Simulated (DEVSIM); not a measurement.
Structure: Schottky contact on n-type GaN, at 400 K.

Layer 1 from the left is GaN, thickness (μm) 6.00, Nd (cm⁻³) 7.7e15, τn (s) 2e-9, τp (s) 2e-9. Layer 2 from the left is GaN, thickness (μm) 4.10, Nd (cm⁻³) 1e18, τn (s) 2e-9, τp (s) 2e-9.

Left contact: Schottky, work function 5.85 eV, emission velocity 5.9e6 cm/s. Right contact: ohmic. Voltage is applied to the left contact. Recombination: SRH at mid-gap, radiative. Mobility is μmin + (μ − μmin)/(1 + (N/Nref)^α).

Constants are typed, rounded textbook-type inputs, not results; the design itself was drawn at random and stands for no fabricated device. Values at 300 K; Nc and Nv go as T^1.5, mobilities as T to minus their exponent, the gap by Varshni's rule with the affinity fixed.

GaN: gap (eV) 3.43, affinity (eV) 4.1, permittivity 9.5, Nc (cm⁻³) 2.3e18, Nv (cm⁻³) 4.6e19, μn (cm²/Vs) 1200, μp (cm²/Vs) 100, μn,min 55, μp,min 3, Nref,n 2e17, Nref,p 3e17, αn 1, αp 2, T exponent of μn 1.5, T exponent of μp 2, B (cm³/s) 1e-11, Varshni α (eV/K) 0.00091, Varshni β (K) 830.

Model (solved in DEVSIM): 1D drift-diffusion, Boltzmann statistics, complete ionisation; no tunnelling, impact ionisation, image-force lowering or self-heating. Metal contacts follow the ideal Schottky-Mott rule: no Fermi-level pinning, no interface dipoles.

Dark forward current:

| |V| (V) | |J| (A/cm²) |
|---|---|
| 0.25 | 3.730e-13 |
| 0.30 | 1.588e-12 |
| 0.35 | 6.757e-12 |
| 0.40 | 2.874e-11 |
| 0.45 | 1.222e-10 |
| 0.50 | 5.198e-10 |
| 0.55 | 2.209e-9 |
| 0.60 | 9.389e-9 |
| 0.65 | 3.989e-8 |
| 0.70 | 1.694e-7 |
| 0.75 | 7.191e-7 |
| 0.80 | 3.051e-6 |
| 0.85 | 1.294e-5 |
| 0.90 | 5.481e-5 |
| 0.95 | 0.0002320 |
| 1.00 | 0.0009811 |
| 1.05 | 0.004142 |
| 1.10 | 0.01745 |
| 1.15 | 0.07327 |
| 1.20 | 0.3055 |
| 1.25 | 1.250 |
| 1.30 | 4.830 |
| 1.35 | 16.04 |
| 1.40 | 41.00 |
| 1.45 | 80.31 |
| 1.50 | 130.0 |

**Question.** Work out the local ideality factor n = ΔV / (kT/q · ln(J2/J1)) between the rows 0.25 and 0.30 V, 1.45 and 1.50 V.

**Answer.** kT/q = 34.47 mV. From 0.25 to 0.30 V: ln(1.588e-12/3.730e-13) = 1.449, n = 1.00, near the 1 of diffusion or emission over a barrier. From 1.45 to 1.50 V: ln(130.0/80.31) = 0.482, n = 3.01; the layers' resistance at their doping, Σ W/(qμN) = 0.00066 Ω cm², would take 33 mV of this step of 50 mV.

**Question.** Estimate the current at 0.75 V for emission alone, J0 = q v N_band exp(−φB/kT), and read the barrier back from the simulated current.

**Answer.** φB = 1.750 eV, N_band = 3.54e18 cm⁻³, J0 = 2.99e-16 A/cm²; J = J0 (exp(qV/kT) − 1) = 8.42e-7 A/cm². The simulation gives 7.19e-7 A/cm²; the estimate lies 17 % above. Read backwards, the simulated current gives an apparent barrier of 1.755 eV. The estimate leaves out transport through the depletion region and minority injection.
